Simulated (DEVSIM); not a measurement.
System: abrupt InP n-p junction, at 300 K.

```csv
layer (left to right),material,thickness (μm),Nd (cm⁻³),Na (cm⁻³),τn (s),τp (s)
1,InP,13.0,3.1e16,-,4.2e-10,4.2e-10
2,InP,140,-,1.3e17,4.2e-10,4.2e-10
```

Left contact: ohmic. Right contact: ohmic. Voltage is applied to the left contact. Recombination: SRH at mid-gap, Auger. Mobility is μmin + (μ − μmin)/(1 + (N/Nref)^α).

The device is made up for the run: typed textbook-type constants, with dimensions and the other settings drawn at random. Values at 300 K.

```
parameter         InP
-------------  ------
gap (eV)        1.344
affinity (eV)    4.38
permittivity     12.5
Nc (cm⁻³)      5.7e17
Nv (cm⁻³)      1.1e19
μn (cm²/Vs)      5200
μp (cm²/Vs)       170
μn,min            400
μp,min             10
Nref,n           3e17
Nref,p         4.9e17
αn               0.47
αp               0.62
Cn (cm⁶/s)      9e-31
Cp (cm⁶/s)      9e-31
```

Model (solved in DEVSIM): 1D drift-diffusion, Boltzmann statistics, complete ionisation; no tunnelling, impact ionisation, image-force lowering or self-heating.

Q: Tabulate band edges, carrier densities and field at -1.0 V on the left contact.

A: Energies count from the Fermi level of the right contact; mesh points crowd at the junctions.

```
x (μm)   Ec (eV)  Ev (eV)  n (cm⁻³)  p (cm⁻³)  field (V/cm)
-------  -------  -------  --------  --------  ------------
0.000      1.075   -0.269    3.1e16     < 1e2           ≈ 0
0.05427    1.075   -0.269    3.1e16     < 1e2           ≈ 0
0.2308     1.075   -0.269    3.1e16     < 1e2           ≈ 0
0.8047     1.075   -0.269    3.1e16     < 1e2           ≈ 0
4.024      1.075   -0.269    3.1e16     24000           ≈ 0
9.756      1.075   -0.269    3.1e16    3.8e10           ≈ 0
12.02      1.075   -0.269    3.1e16    1.1e13           ≈ 0
12.82      1.075   -0.269    3.1e16    8.4e13            61
12.96      1.118   -0.226    5.8e15    5.9e14         14000
13.01      1.223   -0.121    1.0e14    3.4e16         24000
13.07      1.257   -0.087    2.6e13    1.3e17           120
13.45      1.257   -0.087    2.1e13    1.3e17           ≈ 0
14.52      1.257   -0.087    1.2e13    1.3e17           ≈ 0
18.01      1.256   -0.088    1.9e12    1.3e17           ≈ 0
36.72      1.253   -0.091     1.0e8    1.3e17           ≈ 0
88.49      1.242   -0.102     < 1e2    1.3e17           ≈ 0
133.3      1.233   -0.111     < 1e2    1.3e17           ≈ 0
147.0      1.230   -0.114     < 1e2    1.3e17           ≈ 0
151.8      1.230   -0.114     < 1e2    1.3e17           ≈ 0
152.7      1.229   -0.115     < 1e2    1.3e17           ≈ 0
152.9      1.229   -0.115     < 1e2    1.3e17           ≈ 0
153.0      1.229   -0.115     < 1e2    1.3e17           ≈ 0
```
